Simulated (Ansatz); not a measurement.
**GaSb: pressure series**

The reference is GaSb in the zinc blende structure (space group F-43m, No. 216; a = 6.214 Å).

Cell and atoms are relaxed at each pressure.

The values are results of DFT with PBE, PAW potentials and a 420 eV plane-wave cutoff in Ansatz (a first-principles code), without spin-orbit coupling, earlier PAW set, not measurements.

```
pressure (GPa)  volume per atom (Å³/atom)
--------------  -------------------------
-2                                 31.560
0                                  29.994
1.8                                28.913
4.2                                27.747
9                                  26.000
18                                      ?
30                                 21.848
45                                 20.179
60                                 18.956
```

### Question
Fit the third-order Birch–Murnaghan form P(V) = (3B₀/2)[(V₀/V)^(7/3) − (V₀/V)^(5/3)]·[1 + (3/4)(B₀′ − 4)((V₀/V)^(2/3) − 1)] (squares taken in P) to the rows shown and predict the withheld row.

### Answer
Least squares on the printed values gives V₀ = 29.988 Å³/atom, B₀ = 46.2 GPa, B₀′ = 4.5; this predicts 23.795 Å³/atom, and the run gives 23.791 Å³/atom, 0.004 lower.

Measured bulk modulus of GaSb: 57 GPa (temperature not stated; as listed in Cormac Toher et al., Physical Review Materials (2017)); the computed value is for a static lattice, so the two differ by thermal effects too.

Load acts through the strain it causes; cell and atoms are relaxed under it. No phonon test of stability was made. Tetrahedral semiconductors of this kind turn to denser phases somewhere between about 1 and 50 GPa; those were not computed, so compressed cells here can lie past the real transition. The final runs are not spin-polarised.
